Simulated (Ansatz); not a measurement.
## Effort and miss along a sweep of basis.ecutwfc: a (001) slab of TePd3 (cut from a parent of space group no. 65; 4 atoms in the cell)

```xyz
4
Lattice="3.5162 0.0000 0.0000 -3.5334 3.5162 0.0000 0.0000 0.0000 14.2606" Properties=species:S:1:pos:R:3 pbc="T T T"
Pd     1.7495     1.7581     7.8259
Pd     1.7495     1.7581     5.0000
Pd     0.0000     0.0000     6.4129
Te     0.0000     0.0000     9.2606
```

Method of the run: LDA (PW92), harder PAW files (source: ansatz) made with PBE (plane waves; Ansatz, a first-principles code).

Base settings: basis.ecutwfc = 640 eV; kpoints.mp_grid.grid = 13 13 1; hamiltonian.xc = lda; hamiltonian.pseudopotentials = {kind: paw, source: ansatz}; scf.occupations.method = gaussian; scf.occupations.width = 0.2 eV; efield.axis = 3; efield.dipole_correction = true.

Misses are taken against the tightest run, 1280 eV, which need not be fully converged itself. The energy is the free energy per atom.

The count of work is k-points × plane waves × bands × iterations; it is no time, and leaves out set-up, grids and terms that scale otherwise. Core times come from one kind of shared machine and are given to one figure; runs under 30 s give none.

The starting cell comes from a database of computed structures (which also holds hypothetical and non-ambient phases and stackings), without a prior relaxation at this level. The slab is cut from that crystal, and its faces are unrelaxed. Spin polarisation is off. In the base run, forces exceed 1 eV/Å.

| basis.ecutwfc | energy less reference (meV/atom) | largest difference in the force on any atom (eV/Å) | count of work / reference | core time / reference (rough) |
|---|---|---|---|---|
| 255 eV | 30397.97 | 1.245 | 0.11 | – |
| 320 eV | 7480.55 | 0.683 | 0.14 | – |
| 385 eV | 1524.33 | 0.102 | 0.16 | – |
| 450 eV | 240.89 | 0.016 | 0.23 | 0.2 |
| 510 eV | 31.49 | 0.006 | 0.28 | 0.2 |
| 575 eV | 2.51 | 0.000 | 0.33 | 0.3 |
| 640 eV | 1.10 | 0.000 | 0.39 | 0.4 |
| 735 eV | 1.04 | 0.000 | 0.48 | 0.5 |
| 830 eV | 0.90 | 0.000 | 0.58 | 0.5 |
| 960 eV | 0.43 | 0.000 | 0.65 | 0.6 |
| 1120 eV | 0.30 | 0.000 | 0.82 | 0.8 |
| 1280 eV | 0.00 | 0.000 | 1.0 | 1 |

Coarsest setting among those run that, with all tighter ones, holds the energy within 20 meV/atom of the reference: 575 eV, off by 2.5 meV/atom; it needs 0.33 of the reference's count of work and about 0.3 of the reference's time.

Smallest miss in the energy for at most 0.2 times the reference's count of work: 385 eV, with a miss of 1500 meV/atom at a count of 0.16.

The step from 510 eV to 1120 eV: it takes the miss in the energy from 31 to 0.30 meV/atom, for 3.0 times the count of work and roughly 3 times the time.

Keys are those of Ansatz 0.2.
